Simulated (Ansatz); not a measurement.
A zone-centre phonon calculation of TePt (R-3m, 4 atoms in the cell) with Ansatz (an electronic-structure program).

Method of the run: LDA (PW92), default PAW files made with PBE (plane waves; Ansatz).

```xyz
4
Lattice="1.9815 1.1440 6.6600 -1.9815 1.1440 6.6600 0.0000 -2.2880 6.6600" Properties=species:S:1:pos:R:3 pbc="T T T"
Pt     0.0000     0.0000     7.3926
Pt     0.0000     0.0000    12.5874
Te     0.0000     0.0000     1.9580
Te     0.0000     0.0000    18.0220
```

Reference input (self-consistent single point, DFT, PBEsol, plane waves, default PAW files made with PBE): kpoints.mp_grid.grid = 5 5 5; hamiltonian.xc = pbesol; hamiltonian.pseudopotentials = {kind: paw} (the program's default PAW files); scf.occupations.method = methfessel_paxton; scf.occupations.width = 0.05 eV. This run's input differs from it in these lines:

Ansatz 0.2 input:
```diff
@@ -13,3 +13,3 @@
 hamiltonian:
-  xc: pbesol
+  xc: lda
   pseudopotentials: { kind: paw }
@@ -17,6 +17,4 @@
   occupations: { method: methfessel_paxton, width: 0.05 }
-output:
-  forces: true
-  eigenvalues: true
-  stress: true
+phonons:
+  method: dfpt
```

Log, with long lists cut:

```
SCF iter   1: F=—  HF=-38145.774486 eV  |F-HF|=—  |Δ(HF+E_count)|=         —  Δρ=6.70e-3  dr2=2.60e-2  ethr=1.77e-3  ⟨swp⟩=6.2  Hψ=6316  notcnv=0
all-band conjugate gradients solve this SCF's bands
preconditioner: auto → LDOS
SCF iter   2: F=—  HF=-38145.771490 eV  |F-HF|=—  |Δ(HF+E_count)|=   3.00e-3  S|Δr|=    0.00e0  Δρ=3.59e-3  dr2=1.38e-2  ethr=3.82e-5  ⟨swp⟩=2.7  Hψ=3187  notcnv=0  defer=87
   [... lines left out ...]
SCF iter   9: F=—  HF=-38145.766509 eV  |F-HF|=—  |Δ(HF+E_count)|=   3.15e-9  S|Δr|=    0.00e0  Δρ=3.99e-7  dr2=1.69e-10  ethr=9.77e-12  ⟨swp⟩=2.0  Hψ=2094  notcnv=0  defer=87
SCF iter  10: F=—  HF=-38145.766509 eV  |F-HF|=—  |Δ(HF+E_count)|=  2.91e-11  S|Δr|=    0.00e0  Δρ=1.18e-7  dr2=1.01e-11  ethr=1.00e-12  ⟨swp⟩=10.9  Hψ=9032  notcnv=0
SCF iter  11: F=-38145.766509 eV  HF=-38145.766509 eV  |F-HF|=7.28e-12  |Δ(HF+E_count)|=    0.00e0  S|Δr|=    0.00e0  Δρ=4.13e-8  dr2=1.40e-12  ethr=1.00e-12  ⟨swp⟩=5.5  Hψ=6386  notcnv=0
SCF 1 converged in 11 iterations: F = -38145.766509 eV  dr2 = 1.40e-12
DFPT response loops at Γ: preconditioner auto → Kerker (q_TF=auto, 2.601 Å⁻¹) (partly filled bands, converged f_vac=0.017) …
Stability not checked (fill_not_monotonic)
Free energy (F): -38145.766509 eV
Internal energy: -38145.765268 eV  (E = F + TS)
E sigma→0 (E₀):  -38145.766199 eV
Entropy (-TS):   -0.001241 eV (-0.310 meV/atom)
Fermi energy:    14.307698 eV
   [... lines left out ...]
  ASR residual: 1.176e-4 → 0.000e0 eV/Å²; symmetrization residual: 8.248e-5 eV/Å²
  ASR residual per site (eV/Å²): 4.10e-5 4.10e-5 1.18e-4 1.18e-4
  Γ frequencies (cm⁻¹): 0.00 0.00 0.00 84.19 84.19 117.30 154.78 158.38 158.38 171.87 171.87 173.44
  non-analytic LO–TO correction: not included (Born effective charges unavailable; polar crystals: no LO–TO splitting at Γ)
```

The run converged in 11 iterations. 

Summary of the result:
| Property | Result |
|---|---|
| Free energy E − TS (on the zero of these files) | -38145.7665 eV |
| Fermi level (on the code's own zero) | 14.31 eV |
| Zone-centre frequencies (cm⁻¹; negative means imaginary) | 0, 0, 0, 84, 84, 117, 155, 158, 158, 172, 172, 173 |

The starting cell comes from a database of published, mostly measured structures (it also holds non-ambient and calculated ones), without a prior relaxation at this level. Spin-orbit coupling is off. Spin polarisation is off.

Cost on one core of a shared machine: roughly 90 s.
